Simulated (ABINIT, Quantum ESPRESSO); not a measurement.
An ABINIT input for a self-consistent single point of InSb (F-43m, 2 atoms in the cell) (DFT, PBE, spin-orbit coupling, plane waves, PAW (JTH v2.0 PBE PAW)):

```
# InSb, JTH v2.0 PBE PAW
pp_dirpath "./"
pseudos "In.GGA_PBE-JTH.xml, Sb.GGA_PBE-JTH.xml"
acell 3*1.0
rprim
         0.0000000000    6.3245183864    6.3245183864
         6.3245183864   -0.0000000000    6.3245183864
         6.3245183864    6.3245183864   -0.0000000000
natom 2
ntypat 2
znucl 49 51
typat 1 2
xred
         0.0000000000    0.0000000000    0.0000000000
         0.2500000000    0.2500000000    0.2500000000
ecut 544 eV
pawecutdg 1088 eV
pawxcdev 0
nspinor 2
nspden 1
occopt 3
tsmear 0.00367493
nband 44
kptopt 4
ngkpt 9 9 9
nshiftk 1
shiftk 0 0 0
nstep 80
tolvrs 1.0e-11
prtwf 0
prtden 0
prtvol 1
enunit 1
```

Problem. Translate this input to Quantum ESPRESSO.

Solution. One input that does it (others would too):

```fortran
&control
  calculation = 'scf'
  prefix = 'pwscf'
  outdir = './tmp/'
  pseudo_dir = './'
  tprnfor = .true.
  tstress = .true.
/
&system
  ibrav = 0
  nat = 2
  ntyp = 2
  ecutwfc = 80
  occupations = 'smearing'
  smearing = 'fd'
  degauss = 0.0073499
  noncolin = .true.
  lspinorb = .true.
/
&electrons
  conv_thr = 1.0d-9
  mixing_beta = 0.5
/
ATOMIC_SPECIES
In   114.8180  In.upf
Sb   121.7600  Sb.upf
CELL_PARAMETERS angstrom
   0.000000000     3.346791000     3.346791000
   3.346791000     0.000000000     3.346791000
   3.346791000     3.346791000     0.000000000
ATOMIC_POSITIONS crystal
In    0.000000000    0.000000000    0.000000000
Sb    0.250000000    0.250000000    0.250000000
K_POINTS automatic
9 9 9  0 0 0
```

Basis, cutoffs, solver keys and any potentials are the target program's own. This input uses DFT, PBE, spin-orbit coupling, plane waves, PseudoDojo fully relativistic norm-conserving (PBE) pseudopotentials. Both were run: pressure -1.22 GPa in ABINIT and -0.88 in Quantum ESPRESSO.

On ABINIT: the starting cell comes from a database of computed structures (which also holds hypothetical and non-ambient phases and stackings), without a prior relaxation at this level. Its lattice was rescaled by a random factor within 2.5 % of one. The run gives no clean gap (levels at the Fermi energy touch, overlap or are partly filled at this smearing), which alone does not show that the compound is a metal.

On Quantum ESPRESSO: the starting cell comes from a database of computed structures (which also holds hypothetical and non-ambient phases and stackings), without a prior relaxation at this level. Its lattice was rescaled by a random factor within 2.5 % of one. The run gives no clean gap (levels at the Fermi energy touch, overlap or are partly filled at this smearing), which alone does not show that the compound is a metal.
